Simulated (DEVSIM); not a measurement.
Device: GaN p-n junction from an implanted or diffused profile, at 350 K.

```tsv
layer (left to right)	material	thickness (μm)	Nd (cm⁻³)	τn (s)	τp (s)
1	GaN	12.0	6.2e15	7.9e-9	7.9e-9
```

Added acceptor profile: 1.6e18 cm⁻³ × exp(−(x − 0.059 μm)²/(2·(0.21 μm)²)). Left contact: ohmic. Right contact: ohmic. Voltage is applied to the left contact. Recombination: SRH at mid-gap, radiative, Auger. Mobility is μmin + (μ − μmin)/(1 + (N/Nref)^α).

This is a model device: material constants are rounded textbook-type values typed into the input, and sizes, dopings and lifetimes were drawn at random. Values at 300 K; Nc and Nv go as T^1.5, mobilities as T to minus their exponent, the gap by Varshni's rule with the affinity fixed.

```csv
parameter,GaN
gap (eV),3.43
affinity (eV),4.1
permittivity,9.5
Nc (cm⁻³),2.3e18
Nv (cm⁻³),4.6e19
μn (cm²/Vs),1200
μp (cm²/Vs),100
"μn,min",55
"μp,min",3
"Nref,n",2e17
"Nref,p",3e17
αn,1
αp,2
T exponent of μn,1.5
T exponent of μp,2
B (cm³/s),1e-11
Cn (cm⁶/s),1e-30
Cp (cm⁶/s),1e-30
Varshni α (eV/K),0.00091
Varshni β (K),830
```

DEVSIM, 1D drift-diffusion, Boltzmann statistics, complete ionisation; no tunnelling, impact ionisation, image-force lowering or self-heating.

Base results: dark forward voltage at 100 A/cm² (V) 3.125; dark forward voltage at 1 A/cm² (V) 2.857; potential step across the device at zero bias (V) 3.113.

**Question.** What follows from this one change: temperature 350 → 250 K?

**Answer.** dark forward voltage at 100 A/cm² 3.125 → 3.252 V; dark forward voltage at 1 A/cm² 2.857 → 3.075 V; potential step across the device at zero bias 3.113 → 3.261 V.

**Question.** What follows from this one change: minority lifetime in layer 1 7.9e-09 → 7.9e-10 s?

**Answer.** dark forward voltage at 100 A/cm² 3.125 → 3.132 V; dark forward voltage at 1 A/cm² 2.857 → 2.821 V; potential step across the device at zero bias little changed (3.113 V).

**Question.** What follows from this one change: peak of the profile 1.6e+18 → 1.6e+17 cm^-3?

**Answer.** dark forward voltage at 100 A/cm² 3.125 → 3.087 V; dark forward voltage at 1 A/cm² 2.857 → 2.832 V; potential step across the device at zero bias 3.113 → 3.042 V.

**Question.** What follows from this one change: thickness of layer 1 12 → 2.4 μm?

**Answer.** dark forward voltage at 100 A/cm² 3.125 → 3.036 V; dark forward voltage at 1 A/cm² 2.857 → 2.850 V; potential step across the device at zero bias little changed (3.113 V).

**Question.** What follows from this one change: constant mobility in place of the doping-dependent one?

**Answer.** dark forward voltage at 100 A/cm² 3.125 → 3.108 V; dark forward voltage at 1 A/cm² 2.857 → 2.852 V; potential step across the device at zero bias little changed (3.113 V).
